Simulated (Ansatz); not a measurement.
Worked example: self-consistent single point of Nb (Im-3m, 1 atom in the cell) in Ansatz (a first-principles code).

Computed with PBE (plane waves, PAW; Ansatz).

```
CELL_PARAMETERS angstrom
     -1.65825     1.65825     1.65825
      1.65825    -1.65825     1.65825
      1.65825     1.65825    -1.65825
ATOMIC_POSITIONS crystal
  Nb 0.00000 0.00000 0.00000
```

Reference input (self-consistent single point, DFT, PBE, plane waves, default PAW files): basis.ecutwfc = 30.9 Ry; kpoints.mp_grid.grid = 14 14 14; hamiltonian.xc = pbe; hamiltonian.pseudopotentials = {kind: paw} (the program's default PAW files); scf.occupations.method = fermi_dirac; scf.occupations.width = 0.0073 Ry. This run's input differs from it in these lines:

Ansatz 0.2 input:
```diff
@@ -10,3 +10,3 @@
 kpoints:
-  mp_grid: { grid: [14, 14, 14] }
+  mp_grid: { grid: [30, 30, 30] }
 hamiltonian:
```

Log, with long lists cut:

```
SCF iter   1: F=—  HF=-4552.308248 eV  |F-HF|=—  |Δ(HF+E_count)|=         —  Δρ=3.37e-3  dr2=1.62e-3  ethr=1.77e-3  ⟨swp⟩=5.0  Hψ=47670  notcnv=0
all-band conjugate gradients solve this SCF's bands
preconditioner: auto → none
SCF iter   2: F=—  HF=-4552.307990 eV  |F-HF|=—  |Δ(HF+E_count)|=   2.58e-4  Δρ=1.36e-3  dr2=1.61e-4  ethr=1.24e-5  ⟨swp⟩=2.3  Hψ=17628  notcnv=0
SCF iter   3: F=—  HF=-4552.308005 eV  |F-HF|=—  |Δ(HF+E_count)|=   1.55e-5  Δρ=4.24e-4  dr2=1.69e-5  ethr=1.24e-6  ⟨swp⟩=1.0  Hψ=8248  notcnv=0
SCF iter   4: F=—  HF=-4552.308008 eV  |F-HF|=—  |Δ(HF+E_count)|=   2.85e-6  Δρ=3.01e-5  dr2=4.14e-8  ethr=1.30e-7  ⟨swp⟩=1.0  Hψ=8248  notcnv=0
iter 5 did not close the SCF: its close was put off for the readings that it lacked (scf_convergence_deferred on its scf_iter line)
SCF iter   5: F=-4552.308008 eV  HF=-4552.308008 eV  |F-HF|=1.20e-10  |Δ(HF+E_count)|=   4.16e-8  Δρ=2.84e-6  dr2=5.03e-10  ethr=3.18e-10  ⟨swp⟩=2.1  Hψ=13232  notcnv=0
SCF iter   6: F=-4552.308008 eV  HF=-4552.308008 eV  |F-HF|=1.09e-11  |Δ(HF+E_count)|=  8.19e-11  Δρ=6.19e-7  dr2=1.49e-11  ethr=3.87e-12  ⟨swp⟩=1.1  Hψ=24825  notcnv=0
SCF 1 converged in 6 iterations: F = -4552.308008 eV  dr2 = 1.49e-11
Free energy (F): -4552.308008 eV
Internal energy: -4552.259651 eV  (E = F + TS)
E sigma→0 (E₀):  -4552.283830 eV
Entropy (-TS):   -0.048357 eV (-48.357 meV/atom)
Fermi energy:    17.538704 eV
--- Forces (eV/Å), atoms counted from 1 ---
  atom   1  Nb    -0.00000000    -0.00000000     0.00000000
--- Stress (GPa, compression-positive) ---
       -0.779061       0.000000      -0.000000
       -0.000000      -0.779061      -0.000000
        0.000000       0.000000      -0.779061
  P = ⅓ Tr σ = -0.7791 GPa (-7.791 kbar)
  The stress holds the Pulay correction. Without it, at fixed plane waves, as pw.x and ABINIT print it: P = -0.8084 GPa
```

The run converged in 6 iterations. Against the reference run the free energy goes down by 2.4 meV/atom and the pressure goes from -0.53 to -0.78 GPa.

The starting cell has typed, rounded lattice constants, without a prior relaxation at this level. Its lattice was rescaled by up to half a per cent. Spin polarisation is off. Ansatz's pressure includes its estimate of the finite-basis (Pulay) stress.
